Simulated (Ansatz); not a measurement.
Tl4HgI6 (P4/mnc, No. 128) was calculated with PBE0 (plane waves, PAW; Ansatz, a quantum-chemistry and plane-wave program).

The input as run:

Ansatz 0.2 input:
```yaml
crystal:
  lattice:
    - [9.446, 0.0, 0.0]
    - [0.0, 9.446, 0.0]
    - [0.0, 0.0, 9.26]
  atoms:
    - { symbol: Tl, position: [0.3536, 0.8536, 0.25] }
    - { symbol: Tl, position: [0.1464, 0.3536, 0.25] }
    - { symbol: Tl, position: [0.6464, 0.1464, 0.25] }
    - { symbol: Tl, position: [0.8536, 0.6464, 0.25] }
    - { symbol: Tl, position: [0.6464, 0.1464, 0.75] }
    - { symbol: Tl, position: [0.8536, 0.6464, 0.75] }
    - { symbol: Tl, position: [0.3536, 0.8536, 0.75] }
    - { symbol: Tl, position: [0.1464, 0.3536, 0.75] }
    - { symbol: I, position: [0.0, 0.0, 0.2848] }
    - { symbol: I, position: [0.5, 0.5, 0.2152] }
    - { symbol: I, position: [0.0, 0.0, 0.7152] }
    - { symbol: I, position: [0.5, 0.5, 0.7848] }
    - { symbol: Hg, position: [0.0, 0.0, 0.0] }
    - { symbol: Hg, position: [0.5, 0.5, 0.5] }
    - { symbol: I, position: [0.3306, 0.1456, 0.0] }
    - { symbol: I, position: [0.8544, 0.3306, 0.0] }
    - { symbol: I, position: [0.6694, 0.8544, 0.0] }
    - { symbol: I, position: [0.1456, 0.6694, 0.0] }
    - { symbol: I, position: [0.8306, 0.3544, 0.5] }
    - { symbol: I, position: [0.3544, 0.1694, 0.5] }
    - { symbol: I, position: [0.1694, 0.6456, 0.5] }
    - { symbol: I, position: [0.6456, 0.8306, 0.5] }
basis:
  ecutwfc: 460
  ecutrho_ratio: 4
  xc_grid: 2
kpoints:
  mp_grid: { grid: [4, 4, 4] }
hamiltonian:
  xc: pbe0
  dispersion: none
  pseudopotentials: { kind: paw }
scf:
  occupations: { method: fermi_dirac, width: 0.01 }
  convergence: { dr2_threshold: 0.0000000022 }
output:
  forces: true
  stress: true
  eigenvalues: true
```

Task: How many irreducible k-points, plane waves at Γ does the program set up, and what pressure does the run end with?

Result: 18 irreducible k-points, 18517 plane waves at Γ; P = 0.89 GPa, so the cell is compressed on average and its volume would grow at this level.

Excerpt of the program's output:

```
WARN output.stress: scf.convergence.dr2_threshold = 2.2e-9 eV is looser than the 1.6e-9 eV advised for a printed stress (1e-10 eV for each atom of the cell …
WARN output.stress: scf.exx.energy_threshold = 1e-6 eV is looser than the 1.6e-7 eV advised for a stress under a hybrid functional (1e-8 eV for each atom of …
Crystal: 22 atoms, lattice volume = 826.241 Å³
Basis set: ecut = 460 eV, 18517 PW (Γ), exchange–correlation on 144×144×144 points (8 copies of the dense FFT grid, shifted against one another)
Bands: 209, of which v1, the nominal top of the filled ones, is band 174 counted from 1 (173 counted from 0)
Symmetry: 16 space group operations
Space group: P4/mnc (ITA 128), of the structure as read, at distance tolerance 9.4e-5 Å
k-points: 18 of 64
Functional: x = pbe(κ = 0.804, μ = 0.2195149727645171), c = pbe(β = 0.06672455060314922), warm-up for x = 0.75 pbe(κ = 0.804, μ = 0.2195149727645171) + 0.25 exact, c = pbe(β = 0.06672455060314922)
SCF iter   1: F=—  HF=-209347.124007 eV  |F-HF|=—  |Δ(HF+E_count)|=         —  Δρ=1.27e-3  dr2=1.39e-2
SCF iter   2: F=—  HF=-209347.130042 eV  |F-HF|=—  |Δ(HF+E_count)|=   6.03e-3  Δρ=4.58e-4  dr2=1.29e-3
  ...
Crystal: 22 atoms, lattice volume = 826.241 Å³
Initial density: handed on by an earlier stage of this run
Functional: x = 0.75 pbe(κ = 0.804, μ = 0.2195149727645171) + 0.25 exact, c = pbe(β = 0.06672455060314922)
  ...
E sigma→0 (E₀):  -209398.265910 eV
Fermi energy:    6.708309 eV
--- Forces (eV/Å), atoms counted from 1 ---
  atom   1  Tl    -0.00572671    -0.00572671     0.00000000
  atom   2  Tl     0.00572671    -0.00572671     0.00000000
  atom   3  Tl     0.00572671     0.00572671     0.00000000
  atom   4  Tl    -0.00572671     0.00572671     0.00000000
  atom   5  Tl     0.00572671     0.00572671    -0.00000000
  atom   6  Tl    -0.00572671     0.00572671    -0.00000000
  atom   7  Tl    -0.00572671    -0.00572671     0.00000000
  atom   8  Tl     0.00572671    -0.00572671    -0.00000000
  atom   9  I      0.00000000     0.00000000     0.23604864
  atom  10  I      0.00000000     0.00000000    -0.23604864
  atom  11  I      0.00000000     0.00000000    -0.23604864
  atom  12  I      0.00000000     0.00000000     0.23604864
  atom  13  Hg     0.00000000     0.00000000     0.00000000
  atom  14  Hg     0.00000000    -0.00000000     0.00000000
  atom  15  I     -0.02028237    -0.01333660     0.00000000
  atom  16  I      0.01333660    -0.02028237     0.00000000
  atom  17  I      0.02028237     0.01333660     0.00000000
  atom  18  I     -0.01333660     0.02028237     0.00000000
  atom  19  I     -0.02028237     0.01333660     0.00000000
  atom  20  I      0.01333660     0.02028237     0.00000000
  atom  21  I      0.02028237    -0.01333660     0.00000000
  atom  22  I     -0.01333660    -0.02028237     0.00000000
--- Stress (GPa, compression-positive) ---
        0.721655       0.000000       0.000000
        0.000000       0.721655       0.000000
        0.000000       0.000000       1.240779
  P = ⅓ Tr σ = 0.8947 GPa (8.947 kbar)
```

The PAW data were made under PBE.

Note: cell and atoms aren't relaxed at this level (largest force component 0.24 eV/Å, pressure 0.9 GPa).
